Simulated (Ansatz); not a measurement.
Abridged Ansatz (a program for electronic structure) output:

```
Relaxation: its limit of steps is 60 (relax.max_steps)
Pseudopotential: Be, paw, valence charge 2
Crystal: 2 atoms, lattice volume = 28.759 Å³
Basis set: ecut = 420 eV, 537 PW (Γ), exchange–correlation on 48×48×48 points (8 copies of the dense FFT grid, shifted against one another)
Bands: 6, of which v1, the nominal top of the filled ones, is band 2 counted from 1 (1 counted from 0)
Symmetry: 48 space group operations
k-points: 145 of 4096
Functional: x = pbesol(κ = 0.804, μ = 0.12345679012345678), c = pbesol(β = 0.046)
SCF iter   1: F=—  HF=-177.320572 eV  |F-HF|=—  |Δ(HF+E_count)|=         —  Δρ=2.37e-3  dr2=1.50e-3  ethr=1.77e-3  ⟨swp⟩=5.6  Hψ=8146  notcnv=0
SCF iter   2: F=—  HF=-177.321293 eV  |F-HF|=—  |Δ(HF+E_count)|=   7.21e-4  Δρ=1.22e-3  dr2=3.55e-4  ethr=3.74e-5  ⟨swp⟩=1.3  Hψ=2083  notcnv=0  defer=1
SCF 1 converged in 6 iterations: F = -177.321580 eV  dr2 = 5.35e-14
relax step   1: F+E_penalty+E_count = -177.32157979 eV  Δ(F+E_penalty+E_count) = +0.000e0 eV  max|allowed force component| = 5.782e-18 eV/Å  Δτ_max = 0.0000 Å  P = +0.300 GPa  Ω = 28.759 Å³  (6 SCF iters, dr2 threshold 1.00e-7 eV, accepted)
[... steps on the carried basis left out ...]
relax step   4: F+E_penalty+E_count = -177.32082138 eV  Δ(F+E_penalty+E_count) = +1.929e-5 eV  max|allowed force component| = 4.742e-17 eV/Å  Δτ_max = 0.0000 Å  P = +0.700 GPa  Ω = 28.516 Å³  stress off target by 2.52e-4 GPa  SCF on the basis re-selected at this cell (its energy is not comparable with the rows above)  (3 SCF iters)
SCF converged after 3 iterations
Free energy (F): -177.320821 eV
Internal energy: -177.311741 eV  (E = F + TS)
E sigma→0 (E₀):  -177.316281 eV
Entropy (-TS):   -0.009081 eV (-4.540 meV/atom)
Fermi energy:    2.543933 eV
--- Forces (eV/Å), atoms counted from 1 ---
  atom   1  Be    -0.00000000    -0.00000000    -0.00000000
  atom   2  Be     0.00000000     0.00000000     0.00000000
--- Stress (GPa, compression-positive) ---
        0.700252       0.000000       0.000000
        0.000000       0.700252       0.000000
        0.000000       0.000000       0.700252
  P = ⅓ Tr σ = 0.7003 GPa (7.003 kbar)
--- Relaxed structure (3 steps of the walk, 3 accepted, 1 SCFs on fresh bases) ---
  cell:  # Å, volume = 28.5158 Å³
    - [-3.643191003520347e-33, 2.424851555801065, 2.424851555801065]
    - [2.424851555801065, -8.407363854277721e-34, 2.424851555801065]
    - [2.424851555801065, 2.424851555801065, -1.375750448881809e-33]
  atoms:
    - { symbol: Be, position: [0.75, 0.75, 0.75] }
    - { symbol: Be, position: [0.5, 0.5, 0.5] }
```

Question: What was computed, and what are the main results?

Answer: Be, 2 atoms in the cell, with Kohn–Sham DFT with the PBEsol functional, run in Ansatz with PAW and 420 eV plane waves, no SOC, from a series relaxed to a target (pressure 0.7 GPa). The last SCF converged to F = -177.320821 eV, or -88.6604 eV per atom, at a pressure of 0.70 GPa. The total energy compares only with runs of the same code, potentials and settings.

Load acts through the strain it causes; cell and atoms are relaxed under it. No phonon test of stability was made. The cell was made from Be in the diamond structure (space group Fd-3m, No. 227; a hypothetical phase, not in the database extracts checked) by this change: pressure 0.7 GPa.

Keys are those of Ansatz 0.2.
